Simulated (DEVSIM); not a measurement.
Structure: abrupt Si n-p junction, at 250 K.

Layer 1 from the left is Si, thickness (μm) 0.120, Nd (cm⁻³) 3.6e16, τn (s) 4.6e-7, τp (s) 4.6e-7. Layer 2 from the left is Si, thickness (μm) 7.60, Na (cm⁻³) 9.1e14, τn (s) 4.6e-7, τp (s) 4.6e-7.

Left contact: ohmic. Right contact: ohmic. Voltage is applied to the left contact. Recombination: SRH at mid-gap, radiative. Mobility is μmin + (μ − μmin)/(1 + (N/Nref)^α).

The device is made up for the run: typed textbook-type constants, with dimensions and the other settings drawn at random. Values at 300 K; Nc and Nv go as T^1.5, mobilities as T to minus their exponent, the gap by Varshni's rule with the affinity fixed.

Si: gap (eV) 1.124, affinity (eV) 4.05, permittivity 11.7, Nc (cm⁻³) 2.86e19, Nv (cm⁻³) 3.1e19, μn (cm²/Vs) 1417, μp (cm²/Vs) 470, μn,min 52, μp,min 45, Nref,n 9.7e16, Nref,p 2.2e17, αn 0.68, αp 0.72, T exponent of μn 2.3, T exponent of μp 2.2, B (cm³/s) 4.7e-15, Varshni α (eV/K) 0.000473, Varshni β (K) 636.

Problem. Estimate by hand the built-in potential, the peak field at zero bias, the capacitance at 1.5 V, and compare with a numerical solution.

Solution. 
- Built-in potential: ni = √(Nc Nv) exp(−Eg/2kT) = 8.01e7 cm⁻³ with Eg = 1.136 eV; Vbi = kT/q ln(Na Nd/ni²) = 0.779 V; numerical 0.779 V.
- Peak field at zero bias: depletion approximation: W = √(2εVbi/(qN)) = 1.07 μm with N = 8.88e14 cm⁻³; field = 2Vbi/W = 14600 V/cm; numerical 15500 V/cm (estimate below by 5.6 %).
- Capacitance at 1.5 V: C = √(qεN / 2(Vbi + |V|)) = 5.68 nF/cm²; numerical 5.58 nF/cm² (estimate above by 1.9 %).

Simulated with DEVSIM: 1D drift-diffusion, Boltzmann statistics, complete ionisation; no tunnelling, impact ionisation, image-force lowering or self-heating.
